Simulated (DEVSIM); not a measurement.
Structure: abrupt InP p-n junction, at 400 K.

```tsv
layer (left to right)	material	thickness (μm)	Nd (cm⁻³)	Na (cm⁻³)	τn (s)	τp (s)
1	InP	41.0	-	5.9e16	2.3e-8	2.3e-8
2	InP	0.740	3.4e16	-	2.3e-8	2.3e-8
```

Left contact: ohmic. Right contact: ohmic. Voltage is applied to the left contact. Recombination: SRH at mid-gap, Auger. Mobility is constant in doping.

Constants are typed, rounded textbook-type inputs, not results; the design itself was drawn at random and stands for no fabricated device. Values at 300 K; Nc and Nv go as T^1.5, mobilities as T to minus their exponent, the gap by Varshni's rule with the affinity fixed.

```csv
parameter,InP
gap (eV),1.344
affinity (eV),4.38
permittivity,12.5
Nc (cm⁻³),5.7e17
Nv (cm⁻³),1.1e19
μn (cm²/Vs),5200
μp (cm²/Vs),170
T exponent of μn,2
T exponent of μp,2
Cn (cm⁶/s),9e-31
Cp (cm⁶/s),9e-31
Varshni α (eV/K),0.000363
Varshni β (K),162
```

DEVSIM, 1D drift-diffusion, Boltzmann statistics, complete ionisation; no tunnelling, impact ionisation, image-force lowering or self-heating.

The doping Na of layer 1 was swept, all else fixed.

```tsv
doping Na of layer 1 (cm^-3)	potential step across the device at zero bias (V)	dark forward voltage at 1 A/cm² (V)	largest field in the device at zero bias (V/cm)
1.8e15	0.884	0.752	21000
5.9e15	0.925	0.744	35000
1.8e16	0.963	0.759	55000
5.9e16	1.004	0.776	76000
1.8e17	1.043	0.784	?
5.9e17	1.084	0.788	99000
1.8e18	1.122	0.789	120000
```

Complete the blanks.


- 1.8e17, largest field in the device at zero bias (V/cm): 90000
